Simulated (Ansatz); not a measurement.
## InSe: pressure series

Consider InSe in the beta-GaS type structure (space group P6_3/mmc, No. 194; a = 4.0166 Å, c = 16.9326 Å; layered, stacked along the Cartesian z axis).

Cell and atoms are relaxed at each pressure.

Level of theory: Kohn–Sham DFT with the r2SCAN+rVV10 functional, run in Ansatz (a program for electronic structure) with PAW and 500 eV plane waves, without spin-orbit coupling.

Computed cases, in order: pressure −1 GPa; 0 GPa (base); pressure 1.8 GPa; pressure 18 GPa; pressure 30 GPa; pressure 45 GPa; pressure 60 GPa.

Problem. Between which two neighbouring cases does the band gap open or close?

Solution. Between pressure 18 GPa (0.47 eV) and pressure 30 GPa (zero). The whole series: pressure −1 GPa: 0.96 eV; 0 GPa (base): 0.85 eV; pressure 1.8 GPa: 0.93 eV; pressure 18 GPa: 0.47 eV; pressure 30 GPa: zero; pressure 45 GPa: zero; pressure 60 GPa: zero.

A case with no gap was solved on a k-mesh chosen for an insulator, which is coarse for it. From pressure 60 GPa on, the axis ratios lie over 15 % from the base's, so the cell there is far from its starting form. Load acts through the strain it causes; cell and atoms are relaxed under it. Whether these cells are dynamically stable was not tested. Competing high-pressure phases were not computed. All final runs are without spin polarisation. A zero or small gap of InSe under pressure 30 GPa can be the functional's error rather than a property of the material.
